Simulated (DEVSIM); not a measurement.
Device: Ru/HfO2/p-In0.53Ga0.47As capacitor, at 300 K.

```tsv
layer (left to right)	material	thickness (nm)	Na (cm⁻³)
1	HfO2	5.80	-
2	In0.53Ga0.47As	1100	5.4e16
```

Metal gate on the left, work function 4.7 eV. Fixed charge at the semiconductor interface -8.1e11 cm⁻² (in units of +e); no interface traps.

The device is made up for the run: typed textbook-type constants, with dimensions and the other settings drawn at random. Values at 300 K.

| parameter | HfO2 | In0.53Ga0.47As |
|---|---|---|
| gap (eV) | 5.7 | 0.74 |
| affinity (eV) | 2.5 | 4.51 |
| permittivity | 22 | 13.9 |
| Nc (cm⁻³) | - | 2.1e17 |
| Nv (cm⁻³) | - | 7.7e18 |

Model (solved in DEVSIM): 1D Poisson equation in equilibrium, Boltzmann statistics, complete ionisation; no quantum confinement or tunnelling. Metal contacts follow the ideal Schottky-Mott rule: no Fermi-level pinning, no interface dipoles.

Problem. Tabulate band edges, carrier densities and field at -0.05 V on the gate.

Solution. Energies count from the Fermi level of the right contact; mesh points crowd at the junctions.

| x (μm) | Ec (eV) | Ev (eV) | n (cm⁻³) | p (cm⁻³) | field (V/cm) |
|---|---|---|---|---|---|
| 0.000 | 2.250 | -3.450 | < 1e2 | < 1e2 | 110000 |
| 0.0009740 | 2.260 | -3.440 | < 1e2 | < 1e2 | 110000 |
| 0.002427 | 2.276 | -3.424 | < 1e2 | < 1e2 | 110000 |
| 0.004092 | 2.294 | -3.406 | < 1e2 | < 1e2 | 110000 |
| 0.005588 | 2.309 | -3.390 | < 1e2 | < 1e2 | 110000 |
| 0.006504 | 0.306 | -0.434 | 1.5e12 | 4.0e11 | 63000 |
| 0.008310 | 0.317 | -0.423 | 9.8e11 | 6.1e11 | 61000 |
| 0.01379 | 0.350 | -0.390 | 2.8e11 | 2.2e12 | 58000 |
| 0.02264 | 0.398 | -0.342 | 4.3e10 | 1.4e13 | 51000 |
| 0.03888 | 0.472 | -0.268 | 2.4e9 | 2.5e14 | 40000 |
| 0.07200 | 0.567 | -0.173 | 6.2e7 | 9.7e15 | 18000 |
| 0.1726 | 0.611 | -0.129 | 1.1e7 | 5.3e16 | 160 |
| 0.3349 | 0.612 | -0.128 | 1.1e7 | 5.4e16 | ≈ 0 |
| 0.6256 | 0.612 | -0.128 | 1.1e7 | 5.4e16 | ≈ 0 |
| 0.9072 | 0.612 | -0.128 | 1.1e7 | 5.4e16 | ≈ 0 |
| 1.005 | 0.612 | -0.128 | 1.1e7 | 5.4e16 | ≈ 0 |
| 1.055 | 0.612 | -0.128 | 1.1e7 | 5.4e16 | ≈ 0 |
| 1.081 | 0.612 | -0.128 | 1.1e7 | 5.4e16 | ≈ 0 |
| 1.096 | 0.612 | -0.128 | 1.1e7 | 5.4e16 | ≈ 0 |
| 1.102 | 0.612 | -0.128 | 1.1e7 | 5.4e16 | ≈ 0 |
| 1.104 | 0.612 | -0.128 | 1.1e7 | 5.4e16 | ≈ 0 |
| 1.106 | 0.612 | -0.128 | 1.1e7 | 5.4e16 | ≈ 0 |
